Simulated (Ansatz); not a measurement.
The starting structures come from a database of crystals and need not be the phases stable at ambient conditions.

 Where the default PAW files enter, the runs use the earlier of Ansatz's two default sets.

Input:

```
O2Si
1.0
    4.95458     0.00000     0.00000
    0.00000     4.95458     0.00000
    2.47729    -2.47729     3.65567
Si O
2 4
Direct
  0.00000   0.00000   0.00000
  0.25000   0.25000   0.50000
  0.62500   0.22179   0.25000
  0.22179   0.12500   0.75000
  0.12500   0.02821   0.25000
  0.02821   0.62500   0.75000
```

Space group of this cell: I-42d. The cell is taken as given.

The current runs along the normal of the first two printed vectors, the (001) plane. All runs by Ansatz (a first-principles code), plane waves and PAW, without spin-orbit coupling; the base is r2SCAN.

```
run                                                      mean pressure (GPa)  gap (eV)  mid-gap κ (1/Å)
-------------------------------------------------------  -------------------  --------  ---------------
base                                                                     0.1      6.55            0.552
all lengths scaled by 0.98                                              11.7      6.83            0.572
all lengths scaled by 1.02                                              -8.9         …                …
lda in place of r2scan                                                  -1.4      5.70            0.521
lengths across the current scaled by 0.98, ions clamped                  7.5      6.72            0.562
lengths across the current scaled by 1.02, ions clamped                 -6.2         …                …
lengths along the current scaled by 0.97, ions clamped                   5.4      6.70            0.566
lengths along the current scaled by 1.03, ions clamped                  -4.7      6.36            0.537
pbesol in place of r2scan                                                2.3         …                …
```

**Question.** Complete the blanks.

**Answer.** 
- all lengths scaled by 1.02, gap (eV): 6.22
- all lengths scaled by 1.02, mid-gap κ (1/Å): 0.534
- lengths across the current scaled by 1.02, ions clamped, gap (eV): 6.34
- lengths across the current scaled by 1.02, ions clamped, mid-gap κ (1/Å): 0.543
- pbesol in place of r2scan, gap (eV): 5.90
- pbesol in place of r2scan, mid-gap κ (1/Å): 0.528
